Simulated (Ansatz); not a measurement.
AlB2-type TiB2 was calculated with PBE in Ansatz (plane waves, PAW).

Settings: plane-wave cutoff 520 eV, 18×18×12 k mesh (along the axes of the cell as run), Fermi–Dirac smearing 0.1 eV, perturbation theory, force constants from a 6×6×4 q mesh, no spin polarisation, scalar-relativistic PAW data made under PBE.

Computed at the level's own relaxed cell.

```cif
data_B2Ti
_chemical_formula_sum 'Ti1 B2'
_space_group_name_H-M_alt 'P6/mmm'
_space_group_IT_number 191
_space_group_name_Hall '-P 6 2'
_cell_length_a 3.03195
_cell_length_b 3.03195
_cell_length_c 3.22427
_cell_angle_alpha 90.000
_cell_angle_beta 90.000
_cell_angle_gamma 120.000
loop_
_atom_site_label
_atom_site_type_symbol
_atom_site_symmetry_multiplicity
_atom_site_Wyckoff_symbol
_atom_site_fract_x
_atom_site_fract_y
_atom_site_fract_z
_atom_site_occupancy
Ti1 Ti 1 a 0.00000 0.00000 0.00000 1
B1 B 2 d 0.33333 0.66667 0.50000 1
```

Harmonic phonon frequencies (cm⁻¹; i marks an imaginary mode):

```json
[
 {"q point": "Γ", "frequencies": "0 0 0 509 509 511 554 884 884"},
 {"q point": "A", "frequencies": "293 293 334 418 418 511 620 894 894"},
 {"q point": "K", "frequencies": "335 335 338 538 538 642 746 746 897"},
 {"q point": "H", "frequencies": "319 319 334 568 568 629 750 750 886"}
]
```

No imaginary mode appears at these points.

Ansatz is a first-principles code.
